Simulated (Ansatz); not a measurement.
For BBi (model structure, from the WC type, P-6m2, No. 187), PBE-D3(BJ) (plane waves, PAW; Ansatz, a quantum-chemistry and plane-wave program) gives:

equilibrium lattice constant a: 3.575 Å
c axis length: 3.342 Å
cohesive energy: 3.39 eV/atom

Q: What does r²SCAN (PAW; Ansatz) give for the same quantities?

A: 
- lattice constant a: 3.632 Å (increases by 1.6 %)
- lattice parameter c: 3.344 Å (hardly moves)
- cohesive energy: 2.81 eV/atom (drops by 0.58 eV/atom)

Changes are worked out from the printed values.

Unless a cell is named, each level is at its own relaxed cell (PBE-D3(BJ) 18.49, r²SCAN 19.10 Å³/atom).

Levels without +SOC leave out spin–orbit coupling, which shifts energies and cells of such heavy elements.

Ansatz's density-functional and Hartree–Fock values are scalar-relativistic unless marked +SOC, with PAW data made under PBE.

A model structure was made by putting elements into a prototype or built by hand; it is no filed structure, need not be a known phase, and can be a saddle point held by its symmetry.
